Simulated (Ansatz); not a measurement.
We consider TiGa2 (model structure, started from the RuAl2 type, Fddd, No. 70, 6 atoms in the cell), described by LDA (PAW; Ansatz, a program for electronic structure).

Numerical settings: plane-wave cutoff 520 eV, 14×14×14 k mesh, Fermi–Dirac smearing 0.05 eV, no spin polarisation, scalar-relativistic PAW data made under PBE.

Cell (relaxed at this level):

Space group Fddd, origin choice 1 (No. 70); a = 5.202 Å, b = 7.796 Å, c = 9.064 Å, α = 90.00°, β = 90.00°, γ = 90.00°

```tsv
atom	site	symmetry	x	y	z
Ga	16f	.2.	0.0000	0.1632	0.0000
Ti	8b	222	0.5000	0.5000	0.5000
```
(The calculation used a cell of 6 atoms; values per cell refer to that cell.)

Give the computed bulk modulus.


bulk modulus: 117 GPa

Note: the run has no spin polarisation, so it can have missed a magnetic state; the bulk modulus is −V dP/dV from two relaxed cells at ±2 % in volume; the relaxation could raise the start's symmetry but not lower it, so the cell can be a saddle point.

Static lattice: no zero-point or thermal effects.

A model structure was made by putting elements into a prototype or built by hand; it is no filed structure, need not be a known phase, and can be a saddle point held by its symmetry.
